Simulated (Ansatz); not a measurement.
The reference is RbTlF₃ (space group Fm-3m, No. 225; a cell from a computed database, its experimental status unchecked).

```
RbTlF3
1.0
    0.00000     4.72557     4.72557
    4.72557     0.00000     4.72557
    4.72557     4.72557     0.00000
Rb Tl F
2 2 6
Direct
  0.75000   0.75000   0.75000
  0.25000   0.25000   0.25000
  0.50000   0.50000   0.50000
  0.00000   0.00000   0.00000
  0.76983   0.23017   0.23017
  0.23017   0.76983   0.76983
  0.23017   0.76983   0.23017
  0.76983   0.23017   0.76983
  0.23017   0.23017   0.76983
  0.76983   0.76983   0.23017
```

Computed with Ansatz (a program for electronic structure), PBEsol, PAW, cutoff 420 eV, no spin-orbit coupling.

Base values:

- Gap character: indirect, X → L

It is then changed as follows: the cell is scaled by 0.9871 in all directions; the atoms relax in the strained cell.

Question: Estimate the effect on the mean gap deformation potential ΔEg/Δln V.

Answer: The mean gap deformation potential ΔEg/Δln V comes out as +4.9 eV.

Question: Predict the new gap character.

Answer: The gap character remains indirect, X → L.

Question: Predict the new energy relative to the base.

Answer: The energy grows by 3.6 meV/atom.

Question: What does the calculation give for the largest internal atomic displacement after the change?

Answer: The largest internal atomic displacement comes out as 0.017 Å.

Spin-orbit coupling, missing from the scalar runs, can matter with Tl. Stability against distortions was not tested.
